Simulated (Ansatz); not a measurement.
MgTe, response to strain

Base system: MgTe in the zinc blende structure (space group F-43m, No. 216).

```
MgTe
1.0
    0.00000     3.18405     3.18405
    3.18405     0.00000     3.18405
    3.18405     3.18405     0.00000
Mg Te
1 1
Direct
  0.00000   0.00000   0.00000
  0.25000   0.25000   0.25000
```

Cartesian axes are those of the cell as printed.

Strains are applied to the cell and any free atomic positions relax; under biaxial strain the out-of-plane vector relaxes too.

Level of theory: LDA/PAW in Ansatz (a program for electronic structure), no SOC.

```tsv
biaxial strain, plane normal [001], relaxed out of plane (%)	out-of-plane strain (%)
-3	4.01
-2.5	?
-2	2.72
-1.5	2.06
-1	1.39
-0.5	0.71
0	0.00
```

Q: Fit ε⊥ = −νε + γε² (strains in %) to the rows shown and predict the withheld row.

A: Least squares on the printed values gives ν = 1.41 (the biaxial Poisson response) and γ = -0.026 (largest residual 0.01 %); this predicts 3.37 %, and the run gives 3.37 %, in agreement.

No phonon test of stability was made.
